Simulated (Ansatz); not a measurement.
Consider Ca3P2 (space group Pm-3m, No. 221; a = 5.242 Å; a cell from a computed database, its experimental status unchecked).

It is then changed as follows: a hydrostatic pressure of 7.5 GPa.

Levels (all Ansatz, a first-principles code, PAW): PBEsol (420 eV, without spin-orbit coupling); HSE06 (420 eV, without spin-orbit coupling).

The geometry is relaxed with PBEsol.

| Quantity | Value |
|---|---|
| PBEsol lowest conduction level above the VBM at special points | Γ 0.71 eV; X 1.12 eV; M 1.86 eV |

### Question
How does going to HSE06 change the lowest conduction level above the VBM at special points?

### Answer
The lowest conduction level above the VBM at special points changes from Γ 0.71 eV; X 1.12 eV; M 1.86 eV to Γ 1.44 eV; X 2.02 eV; M 2.70 eV.

Single points use the geometry relaxed with PBEsol. The levels and masses belong to the bands next to the band gap. Load acts through the strain it causes; cell and atoms are relaxed under it. Whether these cells are dynamically stable was not tested. No other phases were tried under pressure.
